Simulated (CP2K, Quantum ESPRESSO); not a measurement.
**Equation of state of wurtzite ZnO (space group 186): energy against volume (CP2K, PBE)**

```
ZnO
1.0
    3.19221     0.00000     0.00000
   -1.59611     2.76454     0.00000
    0.00000     0.00000     5.11736
Zn O
2 2
Direct
  0.33333   0.66667   0.00000
  0.66667   0.33333   0.50000
  0.33333   0.66667   0.38200
  0.66667   0.33333   0.88200
```

Computed with CP2K with PBE, GPW, DZVP-MOLOPT-SR-GTH basis, GTH-PBE potentials (GTH_POTENTIALS). Settings: CUTOFF = 780 Ry; REL_CUTOFF = 50 Ry; SMEAR/METHOD = FERMI_DIRAC; ELECTRONIC_TEMPERATURE = 116.05 K; KPOINTS/SCHEME = MONKHORST-PACK 12 12 6; GAMMA_CENTERED = T; XC_FUNCTIONAL = PBE; Zn/BASIS_SET = DZVP-MOLOPT-SR-GTH-q12; Zn/POTENTIAL = GTH-PBE-q12; O/BASIS_SET = DZVP-MOLOPT-SR-GTH-q6; O/POTENTIAL = GTH-PBE-q6; METHOD = GPW; EPS_DEFAULT = 1e-11; NGRIDS = 5; SCF_GUESS = ATOMIC; EPS_SCF = 1e-07. The cell above is the first row's. The rows scale it uniformly. In all rows fractional positions and the k mesh are held. E is the free energy at the stated smearing, counted from the lowest row.

```
V (Å^3/atom)  E (meV/atom)
------------  ------------
11.290               54.45
11.536               33.04
11.781               17.42
12.026                7.05
12.272                1.40
12.517                0.00
12.763                2.41
13.008                8.19
13.254                   ?
```

Fit E of the 8 rows that show it with the third-order Birch-Murnaghan form, a cubic in V^(-2/3). With u = V^(-2/3) - 0.189, the rows have u = 0.009703, 0.006868, 0.004143, 0.001511, -0.001044, -0.003505, -0.005896, -0.008202. Least squares gives E = 3.206 + 2066.35·u + 328671·u² + 294827·u³. Residuals (row less fit): -0.019, 0.044, -0.009, -0.030, -0.007, 0.012, 0.022, -0.016; standard error 0.032 (degrees of freedom: 4). Its minimum lies at u = -0.003157, so V0 = (0.185843)^(-3/2) = 12.48. There d²E/du² = 651800 and d³E/du³ = 1769000, so B0 = (4/9) × 12.48^(-7/3) × 651800 × 0.160218 = 128 GPa (the last factor turns the table's units into GPa), and B0' = 4 + (2/3) × 0.185843 × (1769000)/651800 = 4.3. The program's pressures in the fitted runs (not shown) pass through zero at V = 12.48, 0.01 % from this V0.

### Question
Predict the withheld E at V = 13.254 from the fit, and compare with the calculation.

### Answer
u = -0.010446, so E = 3.206 + 2066.35 × (-0.010446) + 328671 × (-0.010446)² + 294827 × (-0.010446)³ = 17.149 meV/atom. The calculation gives 17.08 meV/atom, 0.069 meV/atom below the prediction (0.1 % of the range of E in the table). The row lies outside the fitted rows, so this is an extrapolation. From the scatter of the fitted rows alone, a prediction at this place has a standard error of 0.078 meV/atom, so the miss is 0.9 times that.

Carrying the step between the two nearest rows on in a straight line would have given 13.99, off by 3.09; series whose last step already gives the withheld value aren't shown. The scan was laid around a cell of about the measured size, scaled by a guess for this functional; axis ratios and inner coordinates come from that cell. The runs keep the symmetry of the cell, so they don't test it for distortions. A plane-wave scan with the same functional (Quantum ESPRESSO, GBRV) gives V0 = 12.38 Å^3/atom and B0 = 129 GPa; a Birch-Murnaghan fit to all rows here lies 0.8 % from it in V0 and 0 % in B0; the two differ in basis, and may differ in potentials and mesh. Values carry the incompleteness of an atom-centred basis. The shape of the cell and the inner coordinates aren't relaxed, so V0 and B0 belong to this uniform scaling; a relaxed crystal lies no higher in energy and is usually softer (forces reach 0.06 eV/Å in these rows). Cutoffs and mesh are single choices, not tested for convergence of this quantity. Series with a scatter that would blur these digits, or in which a gap closes, are not shown. Nor are scans whose minimum lies at an end fitted in this form.
